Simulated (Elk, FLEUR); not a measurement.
An Elk input for a self-consistent single point of Cd (P6_3/mmc, 2 atoms in the cell) (DFT, PBE, all-electron FP-LAPW, Elk's shipped species files, default APW+lo basis):

```
tasks
  0

xctype
  20

rgkmax
  7.0

stype
  0

swidth
  0.00367493

scale
  1.889726125

avec
    1.5019200725   -2.6014018745    0.0000000000
    1.5019200725    2.6014018745    0.0000000000
    0.0000000000    0.0000000000    5.6649600000

sppath
  'species/'

atoms
  1   : nspecies
  'Cd.in'   : spfname
  2   : natoms; atposl, bfcmt below
  0.3333333333  0.6666666667  0.2500000000    0.0 0.0 0.0
  0.6666666667  0.3333333333  0.7500000000    0.0 0.0 0.0

ngridk
  13 13 6
```

Task: Write the same calculation as an input for FLEUR.

Result: This is the input that was run; spellings and numerical settings could be chosen otherwise.

Input of the input generator:

```
Cd FLAPW
&input film=f /
2.8382175981 -4.9159370828 0.0000000000
2.8382175981 4.9159370828 0.0000000000
0.0000000000 0.0000000000 10.7052229070
1.0
1.0 1.0 1.0

2
48 0.3333333333 0.6666666667 0.2500000000
48 0.6666666667 0.3333333333 0.7500000000

&comp jspins=1 /
&kpt div1=13 div2=13 div3=6 gamma=t /
&end /
```

```xml
<?xml version="1.0" encoding="UTF-8" standalone="no"?>
<fleurInput fleurInputVersion="0.39">
   <comment>
      Cd FLAPW                                                                                            
   </comment>
   <calculationSetup>
      <cutoffs Kmax="3.8" Gmax="15.2" GmaxXC="15.2" numbands="0"/>
      <scfLoop itmax="100" minDistance="0.00001" maxIterBroyd="40" imix="Anderson" alpha="0.05" precondParam="0.0" spinf="2.0"/>
      <coreElectrons ctail="T" frcor="F" kcrel="0" coretail_lmax="0"/>
      <xcFunctional name="pbe" relativisticCorrections="F"/>
      <magnetism jspins="1"/>
      <soc l_soc="F" theta="0.0" phi="0.0" spav="F"/>
      <expertModes spex="0" secvar="F"/>
      <geometryOptimization l_f="T" forcealpha="1.0" forcemix="BFGS" epsdisp="0.00001" epsforce="0.00001"/>
      <ldaU l_linMix="F" mixParam="0.05" spinf="1.0"/>
   </calculationSetup>
   <cell>
      <bzIntegration valenceElectrons="36.0" mode="gauss" fermiSmearingEnergy="0.00367493">
         <kPointListSelection listName="default-1"/>
         <!-- k-points included here -->
         <xi:include xmlns:xi="http://www.w3.org/2001/XInclude" href="kpts.xml"> </xi:include>
      </bzIntegration>
      <!-- symmetry operations included here -->
      <xi:include xmlns:xi="http://www.w3.org/2001/XInclude" href="sym.xml"> </xi:include>
      <bulkLattice scale="1.0">
         <bravaisMatrix>
            <row-1>    2.8382175981000000    -4.9159370828000002     0.0000000000000000</row-1>
            <row-2>    2.8382175981000000     4.9159370828000002     0.0000000000000000</row-2>
            <row-3>    0.0000000000000000     0.0000000000000000    10.7052229069999996</row-3>
         </bravaisMatrix>
      </bulkLattice>
   </cell>
   <atomSpecies>
      <species name="Cadmium (Cd)" element="Cd" atomicNumber="48">
         <mtSphere radius="2.60" gridPoints="915" logIncrement="0.014"/>
         <atomicCutoffs lmax="10" lnonsphr="8"/>
         <electronConfig flipSpins="F">
            <coreConfig>(1s1/2) (2s1/2) (2p1/2) (2p3/2) (3s1/2) (3p1/2) (3p3/2) (4s1/2) (3d3/2) (3d5/2)</coreConfig>
            <valenceConfig>(4p1/2) (4p3/2) (5s1/2) (4d3/2) (4d5/2)</valenceConfig>
         </electronConfig>
         <energyParameters s="5" p="5" d="4" f="4"/>
         <lo type="SCLO" l="1" n="4" eDeriv="0"/>
         <lo type="HELO" l="2" n="5" eDeriv="0"/>
      </species>
   </atomSpecies>
   <atomGroups>
      <atomGroup species="Cadmium (Cd)">
         <relPos label="                   1">1.000/3.000 -1.000/3.000 1.000/4.000</relPos>
         <relPos label="                   2">-1.000/3.000 1.000/3.000 -1.000/4.000</relPos>
         <force calculate="T" relaxXYZ="TTT"/>
      </atomGroup>
   </atomGroups>
   <output dos="F" band="F" slice="F">
      <checks vchk="F" cdinf="F"/>
      <bandDOS minEnergy="-.5*Htr" maxEnergy="0.5*Htr" sigma="0.015" storeEVData="T"/>
      <vacuumDOS vacdos="F" integ="F" star="F" nstars="0" locx1="0.0" locy1="0.0" locx2="0.0" locy2="0.0" nstm="0" tworkf="0.0"/>
      <unfoldingBand unfoldBand="F" supercellX="1" supercellY="1" supercellZ="1"/>
      <plotting iplot="0" polar="F">
         <plot TwoD="T" vec1="  1.0  0.0  0.0" vec2="  0.0  1.0  0.0" vec3="  0.0  0.0  1.0" zero="  0.0  0.0  0.0" file="plot"/>
      </plotting>
      <chargeDensitySlicing numkpt="0" minEigenval="0.0" maxEigenval="0.0" nnne="0" pallst="F"/>
      <specialOutput eonly="F"/>
      <magneticCircularDichroism mcd="F" energyLo="-10.0" energyUp="0.0"/>
   </output>
  <!-- We include the file relax.xml here to enable relaxations (see documentation) -->
  <xi:include xmlns:xi="http://www.w3.org/2001/XInclude" href="relax.xml"> <xi:fallback/> </xi:include>
</fleurInput>
```

Basis, cutoffs, solver keys and any potentials are the target program's own. This input uses DFT, PBE, all-electron FLAPW (FLEUR), scalar-relativistic valence.

The starting cell has typed, rounded lattice constants, without a prior relaxation at this level. Its lattice was rescaled by a random factor within 2.5 % of one.
